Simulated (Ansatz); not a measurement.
System: NH₄Br (P-43m, No. 215, 6 atoms in the cell; start COD 1008127). Method: PBEsol+SOC in Ansatz (plane waves, PAW).

Numerical settings: plane-wave cutoff 520 eV, 8×8×8 k mesh, Fermi–Dirac smearing 0.01 eV, PAW data made under PBE.

Cell (measured lattice):

BrH4N is modelled in the cubic space group P-43m (No. 215), Pearson symbol cP6. Cell: a = b = c = 4.0000 Å, α = β = γ = 90.00°. N on 1a has 4 H at 1.025 Å (tetrahedral). Br on 1b sees no neighbour by this rule. H on 4e is surrounded by 1 N at 1.025 Å. (Neighbours: up to the widest gap in distance over summed covalent radii, below 1.35, at either atom.)

### Question
Estimate the band gap that the calculation returns.

### Answer

- band gap: 4.01 eV (direct)

Note: the file's cell can be that of a phase stable at another temperature; cell and atoms aren't relaxed at this level (largest force component 0.46 eV/Å, pressure 2.3 GPa).

Computed values are for the static lattice.

It cost very roughly 30 core-seconds of CPU time.

Ansatz is a program for electronic structure.
